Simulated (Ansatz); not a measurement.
Start from Al in the fcc (Cu type) structure (space group Fm-3m, No. 225; a = 3.9937 Å; relaxed with 0.1 eV smearing).

All numbers come from DFT with r2SCAN, PAW potentials and a 500 eV plane-wave cutoff in Ansatz (a first-principles code), no SOC.

For the base:

The pressure comes out as 0.0 GPa.

One thing is altered: the cell is scaled by 1.0100 in all directions, atoms relaxed at fixed cell.

What happens to the energy relative to the base and pressure?

The energy rises by 4.0 meV/atom; the pressure goes from zero to -2.6 GPa.

The cells carry an imposed strain or load. Stability against distortions was not tested.
